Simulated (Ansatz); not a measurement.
The starting structures come from a database of crystals and need not be the phases stable at ambient conditions.

 Where the default PAW files enter, the runs use the earlier of Ansatz's two default sets.

By PBEsol, the system below comes out a metal.

Crystal: NbN (P6_3/mmc, NiAs type, not sure to be the ambient phase, 4 atoms a cell, 11.1 Å³ an atom, -14 GPa at this level); planes in its conventional cell.

Calculation: PBEsol (plane waves, PAW; Ansatz, a quantum-chemistry and plane-wave program).

G/A = (e²/h) × open channels of both spins per area, as a mean over 0.1 eV about the Fermi level, without spin-orbit coupling, for the cells as given.

| plane | area (Å²) | G/A (10¹⁵ S/m²) |
|---|---|---|
| (001) | 7.5 | 0.45 |
| (100) | 17.4 | (withheld) |
| (111) | 31.1 | (withheld) |
| (110) | 30.2 | (withheld) |

Task: Complete the blanks.

Result: 
- (100), G/A (10¹⁵ S/m²): 0.51
- (111), G/A (10¹⁵ S/m²): 0.52
- (110), G/A (10¹⁵ S/m²): 0.51
